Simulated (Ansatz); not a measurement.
Point defect Mg_Cu in chalcopyrite CuGaSe2

These are PBE, PAW (plane waves to 420 eV; Ansatz, a quantum-chemistry and plane-wave program) values and carry that method's errors. Cell and caveats: 64-site cell; 2×2×2 shifted k-points; start: the Cu site; no Hubbard U; the functional closes the host's gap; not converged in cell size.

Neighbours after relaxation, in Å: of the Mg atom: Se 2.57, Se 2.57, Se 2.57, Se 2.58.

```tsv
charge	moment (μB)	largest move off a lattice site (Å)
0†	quenched	0.15
```

† Not settled in this cell, so no level is given: charge 0: a level filled in part.

Starting moments that weren't kept: charge 0 began with 1 μB and ended with 0.0.

All states together cost around 80 core-minutes (rough).
